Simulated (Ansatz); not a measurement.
Worked example: relaxation of cell and atoms of MgAl3 (I4/mmm, 4 atoms in the cell) in Ansatz (a program for electronic structure).

Level of theory: PBEsol, PAW files made with PBE (plane waves; Ansatz).

```
CELL_PARAMETERS angstrom
     -2.04547     2.04547     4.12038
      2.04547    -2.04547     4.12038
      2.04547     2.04547    -4.12038
ATOMIC_POSITIONS crystal
  Mg 0.00000 0.00000 0.00000
  Al 0.50000 0.50000 0.00000
  Al 0.25000 0.75000 0.50000
  Al 0.75000 0.25000 0.50000
```

Reference input (self-consistent single point, DFT, PBEsol, plane waves, PAW files made with PBE): basis.ecutwfc = 420 eV; kpoints.mp_grid.grid = 8 8 8; hamiltonian.xc = pbesol; hamiltonian.pseudopotentials = {kind: paw} (the program's default PAW files); scf.occupations.method = gaussian; scf.occupations.width = 0.1 eV. This run's input differs from it in these lines:

```diff
@@ -24,2 +24,4 @@
     width: 0.1
+relax:
+  cell: {}
 output:
```

The program printed (abridged):

```
   [... SCF lines of the steps left out ...]
relax step   1: F+E_penalty+E_count = -3485.67106510 eV  Δ(F+E_penalty+E_count) = +0.000e0 eV  max|allowed force component| = 6.912e-19 eV/Å  Δτ_max = 0.0000 Å  P = +0.952 GPa  Ω = 68.958 Å³  (7 SCF iters, dr2 threshold 1.00e-7 eV, accepted)
relax step   2: F+E_penalty+E_count = -3485.67336799 eV  Δ(F+E_penalty+E_count) = -2.303e-3 eV  max|allowed force component| = 3.469e-18 eV/Å  Δτ_max = 0.0000 Å  P = -0.385 GPa  Ω = 70.264 Å³  energy of the carried Pulay correction = -1.679e-4 eV  [...]
relax step   3: F+E_penalty+E_count = -3485.67453978 eV  Δ(F+E_penalty+E_count) = -1.172e-3 eV  max|allowed force component| = 1.388e-17 eV/Å  Δτ_max = 0.0000 Å  P = -0.019 GPa  Ω = 69.893 Å³  energy of the carried Pulay correction = -1.203e-4 eV  [...]
relax step   4: F+E_penalty+E_count = -3485.67466725 eV  Δ(F+E_penalty+E_count) = -1.275e-4 eV  max|allowed force component| = 1.388e-17 eV/Å  Δτ_max = 0.0000 Å  P = -0.016 GPa  Ω = 69.893 Å³  stress off target by 3.06e-2 GPa  SCF on the basis [...]
basis re-selected at this cell: Δ(F+E_penalty+E_count) = -1.275e-4 eV, ΔP = +0.003 GPa vs the last step
the relaxation is at rest under the 16 symmetry operations that the run kept from its start: a minimum is not shown …
Stability not checked: this state was not tested for a lower state beside it, because too few of the mixer's solves of this state at the end of the SCF gave a …
Free energy (F): -3485.674667 eV
Internal energy: -3485.669614 eV  (E = F + TS)
   [... lines left out ...]
Fermi energy:    7.425864 eV
  cell:  # Å, volume = 69.8931 Å³
   [... lines left out ...]
    - [2.0591327155653563, 2.0591327155653563, -4.121028023494894]
  atoms:
    - { symbol: Mg, position: [3.469446951953614e-17, 3.469446951953614e-17, -2.227006853342522e-34] }
    - { symbol: Al, position: [0.5000000000000001, 0.5000000000000001, -4.470068199867009e-34] }
    - { symbol: Al, position: [0.25, 0.7499999999999999, 0.5] }
    - { symbol: Al, position: [0.7499999999999999, 0.25, 0.5] }
```

The run converged. 

Summary of the result:
- Free energy E − TS (on the zero of these files) = -3485.6747 eV
- Fermi level (on the code's own zero) = 7.43 eV
- Pressure = -0.02 GPa
- Final cell = a = b = c = 5.0461 Å, α = β = 131.83°, γ = 70.49°
- Final volume per atom = 17.47 Å³
- Relaxation steps = 4

The starting cell comes from a database of computed structures (which also holds hypothetical and non-ambient phases and stackings), without a prior relaxation at this level. The relaxation keeps the symmetry of its start, so its end need not be a minimum. Ansatz's pressure includes its estimate of the finite-basis (Pulay) stress.

Keys are those of Ansatz 0.2.
